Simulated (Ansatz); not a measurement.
The starting structures come from a database of crystals and need not be the phases stable at ambient conditions.

 Where the default PAW files enter, the runs use the earlier of Ansatz's two default sets.

By PBEsol, the system below comes out a metal.

The ballistic (Sharvin) conductance counts the channels at the Fermi level: G/A = (e²/h) × channels of both spins per area.

Data:

```
CELL_PARAMETERS angstrom
      2.72327     0.00000     0.00000
     -0.90776     2.56752     0.00000
      0.90776     1.28376     2.15683
ATOMIC_POSITIONS crystal
  Pd 0.00000 0.00000 0.00000
```

Space group of this cell: Fmmm. The cell is strained (lengths along the current scaled by 0.97, ions clamped); by PBEsol its mean pressure is -5.0 GPa.

The current flows along the normal of the first two printed cell vectors. No spin-orbit coupling; the value is a mean over 0.1 eV about the Fermi level.

Compute, with Ansatz (a first-principles code) with PBEsol, the ballistic conductance per area.

1.6 × 10¹⁵ S/m² for both spins.
